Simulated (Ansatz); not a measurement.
# ZrS2, response to strain

Consider ZrS$_{2}$ in the CdI2 type structure (space group P-3m1, No. 164; a = 3.6348 Å, c = 5.7196 Å; layered, stacked along the Cartesian z axis).

Strains are applied to the cell and any free atomic positions relax.

Level of theory: PBE-D3(BJ) in Ansatz (plane waves to 420 eV, PAW, scalar-relativistic without spin-orbit coupling).

Notes on the quantities. pressure: mean of the normal stresses, compression positive; energy relative to the base: free energy F.

```tsv
case	band gap	pressure	largest internal atomic displacement	smallest direct gap	energy relative to the base
base	0.66 eV	0.00 GPa	–	1.41 eV	0 meV/atom
isotropic strain −3.00 %	0.19 eV	5.04 GPa	0.082 Å	1.13 eV	+28 meV/atom
isotropic strain −2.50 %	0.28 eV	4.07 GPa	0.069 Å	1.20 eV	+19 meV/atom
isotropic strain −2.00 %	0.36 eV	3.14 GPa	0.056 Å	1.27 eV	+12 meV/atom
isotropic strain −1.50 %	0.44 eV	2.26 GPa	0.042 Å	1.34 eV	+6.6 meV/atom
isotropic strain −1.00 %	0.52 eV	1.46 GPa	0.028 Å	1.39 eV	+2.9 meV/atom
isotropic strain +0.50 %	0.73 eV	-0.64 GPa	0.015 Å	1.42 eV	+0.7 meV/atom
isotropic strain +1.00 %	0.79 eV	-1.27 GPa	0.029 Å	1.43 eV	+2.7 meV/atom
isotropic strain +2.50 %	0.96 eV	-2.87 GPa	0.073 Å	1.44 eV	+16 meV/atom
isotropic strain +3.00 %	1.01 eV	-3.30 GPa	0.089 Å	1.44 eV	+23 meV/atom
```

No phonon test of stability was made. A zero or small gap of ZrS2 under isotropic strain −3.00 % and ZrS2 under isotropic strain −2.50 % can be the functional's error rather than a property of the material.

Ansatz is a program for electronic structure.
